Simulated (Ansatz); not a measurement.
A constructed model of the (111) surface of fcc Ag, a pseudomorphic layer of Sn in the host's stacking (bottom of the slab: a bare face, its two planes held)

These are PBE (plane waves to 420 eV, PAW; Ansatz, a first-principles code) values and carry that method's errors.

Slab: 7 atoms, 14.4 Å thick at the start with caps and adatoms; k 15x15x1, smearing 0.1 eV, dipole-corrected; 2 atoms held, the rest relaxed; start symmetry kept, larger cells not searched; no spin, no spin-orbit, no U. It is one candidate, not shown to be the stable structure of the face.

| Item | Result |
|---|---|
| work function of the top face | 3.81 eV |
| energy released by relaxation | 0.038 eV |
| cost | about 80 core-seconds (a rough figure) |
